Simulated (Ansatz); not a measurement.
Amorphous In$_{15}$Ga$_{15}$Zn$_{15}$O$_{60}$, 105 atoms at 5.74 g/cm³, one PBE-relaxed geometry, zone centre. Methods: PBE, scalar-relativistic without spin-orbit coupling (Ansatz, an electronic-structure program); r2SCAN, scalar-relativistic without spin-orbit coupling (Ansatz). Plane waves to 420 eV (r2SCAN 500 eV). At PBE the levels at the filled edge of the gap are localised (band-tail or defect states). All rungs ran without spin polarisation.

Preparation: random packing, a CHGNet melt and quench, and a DFT relaxation. O atoms were pushed apart under 1.9 Å during the dynamics, to hinder bonds among them. The hot cell started wider than the set density and was brought back towards it in steps. It is the lowest in DFT energy of 4 quenches. It is a model cell: composition and starting density were chosen by hand, and all elements were melted together. No dispersion term was used. A short ab initio anneal came between quench and relaxation. Its density started from a set value of 5.71 and ended at 5.74 g/cm³. The quench (nominally 84 K/ps over its main leg) was far faster than any real one, so the model tends to hold more defects than a real film. One small periodic cell is one sample of the glass; other quenches scatter about these values. Volume and shape were free in the relaxation.

The relaxation ran on the zone centre alone. At PBE the level gap is 0.79 eV on a 2×2×2 Γ-centred mesh, and the spacing at the zone centre alone 0.77 eV.

Problem. What zone-centre spacing does r2SCAN give, roughly?

Solution. 1.24 eV (+0.46 eV against PBE).

The highest filled and the lowest empty state spread over these numbers of atoms (participation numbers): PBE: 7.9 and 94.1; r2SCAN: 8.2 and 92.9.
